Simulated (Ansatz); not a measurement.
Band structure of Cs₃LiCl₄ (P4/mmm, 8 atoms in the cell).

```
Cs3LiCl4
1.0
    7.99190     0.00000     0.00000
    0.00000     7.99190     0.00000
    0.00000     0.00000     3.96677
Cs Li Cl
3 1 4
Cartesian
  3.99595   0.00000   0.00000
  0.00000   3.99595   0.00000
  3.99595   3.99595   0.00000
  0.00000   0.00000   0.00000
  1.85884   1.85884   1.98338
  6.13306   6.13306   1.98338
  6.13306   1.85884   1.98338
  1.85884   6.13306   1.98338
```

Computed with PBEsol, PAW files made with PBE (plane waves; Ansatz, a program for electronic structure).

Settings: kpoints.mp_grid.grid = 3 3 6; hamiltonian.xc = pbesol; hamiltonian.pseudopotentials = {kind: paw} (the program's default PAW files); scf.occupations.method = fermi_dirac; scf.occupations.width = 0.02 eV; kpoints.band_path.npoints = 8.

The starting cell comes from a database of computed structures (which also holds hypothetical and non-ambient phases and stackings), without a prior relaxation at this level. Its lattice was rescaled by a random factor within 2.5 % of one.

### Question
Predict the gap along the standard path and the places of the band edges.

### Answer
The gap along the path is 4.35 eV, direct at Γ to within 0.01 eV.

Levels in eV from the top of the valence band on the path, bands 26 to 33:
```tsv
point	26	27	28	29	30	31	32	33
Γ	-0.08	-0.02	0.00	0.00	4.35	5.26	5.33	5.84
X	-0.14	-0.10	-0.09	-0.07	5.23	5.38	5.56	6.06
M	-0.09	-0.08	-0.08	-0.06	5.30	5.62	5.89	5.89
Z	-0.23	-0.23	-0.05	0.00	5.05	5.98	6.02	6.02
R	-0.59	-0.19	-0.15	-0.10	5.83	5.86	5.86	6.65
A	-0.64	-0.22	-0.22	-0.22	5.94	6.52	6.52	6.85
```

Keys are those of Ansatz 0.2.
